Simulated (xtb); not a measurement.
xtb 6.7.1, GFN2-xTB: HMDS (C[Si](C)(C)N[Si](C)(C)C), 28 atoms. The geometry is a generated start, not checked to be a minimum at this level.

```
Property                  Result
-----------------  -------------
run flags                 --grad
method                  GFN2-xTB
--acc                1 (default)
--etemp (K)        300 (default)
basis functions               67
valence electrons             56
```

```xyz
28

C     -2.4276    -0.9752    -0.9529
Si    -1.5584     0.1259     0.3430
C     -2.6842     1.6054     0.7624
C     -1.1896    -0.9179     1.8897
N     -0.0733     0.7991    -0.2654
Si     1.5311     0.1435    -0.4258
C      1.5086    -1.5162    -1.3656
C      2.3268    -0.1167     1.2874
C      2.5193     1.4404    -1.4118
H     -2.6022    -0.4369    -1.8795
H     -1.8292    -1.8497    -1.1944
H     -3.3899    -1.3265    -0.5936
H     -2.2239     2.2602     1.4948
H     -2.9009     2.1994    -0.1204
H     -3.6336     1.2723     1.1690
H     -2.1047    -1.2701     2.3550
H     -0.6381    -0.3490     2.6302
H     -0.5949    -1.7899     1.6353
H     -0.2019     1.6656    -0.7590
H      2.5161    -1.8846    -1.5426
H      1.0210    -1.4178    -2.3303
H      0.9743    -2.2759    -0.8041
H      3.3865    -0.3401     1.1988
H      2.2291     0.7696     1.9063
H      1.8627    -0.9401     1.8190
H      3.5427     1.1162    -1.5692
H      2.5551     2.3914    -0.8888
H      2.0791     1.6175    -2.3877
```

One run each on 1 thread. Values of broydamp tried: 0.02, 0.05, 0.1, 0.2, 0.4 (default), 0.6, 0.8, 1.

Task: Predict the course of the SCC iterations along this series.

Result: Fewest SCC iterations, within one of each other: 0.2 with 14, 0.4 (default) with 14, 0.6 with 13, 0.8 with 13, 1 with 13. The count rises to 22 at 0.02. All converge to one solution.

| broydamp | SCC iterations | end |
|---|---|---|
| 0.02 | 22 | same solution |
| 0.05 | 19 | same solution |
| 0.1 | 18 | same solution |
| 0.2 | 14 | same solution |
| 0.4 (default) | 14 | same solution |
| 0.6 | 13 | same solution |
| 0.8 | 13 | same solution |
| 1 | 13 | same solution |
